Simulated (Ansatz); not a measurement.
The parent structure is KF in the NiAs type structure (space group P6_3/mmc, No. 194; a hypothetical phase, not in the database extracts checked).

```
CELL_PARAMETERS angstrom
      3.66070     0.00000     0.00000
     -1.83035     3.17026     0.00000
      0.00000     0.00000     6.47940
ATOMIC_POSITIONS crystal
  K  0.00000 0.00000 0.00000
  K  0.00000 0.00000 0.50000
  F  0.33333 0.66667 0.25000
  F  0.66667 0.33333 0.75000
```

Cartesian axes are those of the cell as printed.

Calculations: r2SCAN in Ansatz (plane waves to 500 eV, PAW, no spin-orbit coupling).

One thing is altered: the cell is compressed by 2.49 % along x with no lateral relaxation; the atoms relax in the strained cell.

Q: Predict the stress tensor and what it implies for the stiffness.

A: Stress of the strained cell less that of the base (GPa, compression positive):
```
   1.36    0.00    0.00
   0.00    0.67    0.00
   0.00    0.00    0.56
```

Then −Δσ_ii/ε with ε = -0.0249 gives secant stiffness values (nonlinear terms included at this strain): C11 ≈ 55 GPa, C12 ≈ 27 GPa and C13 ≈ 22 GPa.

Whether these cells are dynamically stable was not tested.

Ansatz is a quantum-chemistry and plane-wave program.
